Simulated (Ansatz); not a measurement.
Take PtSe2 in the CdI2 type structure (space group P-3m1, No. 164; a = 3.772 Å, c = 4.821 Å; layered; relaxed with 0.1 eV smearing) as the base. Axes: x lies along a and z along c of the hexagonal cell.

The values are results of PBE-D3(BJ) in Ansatz (plane waves to 420 eV, PAW, no spin-orbit coupling), not measurements.

It is then changed as follows: the cell is compressed by 0.50 % along z with no lateral relaxation; the atoms relax in the strained cell.

What happens to the stress?

The stress (xx, yy, zz, yz, xz, xy; compression positive) amounts to (0.2, 0.2, 0.3, 0.0, 0.0, 0.0) GPa.

Whether these cells are dynamically stable was not tested. All final runs are without spin polarisation.

Ansatz is an electronic-structure program.
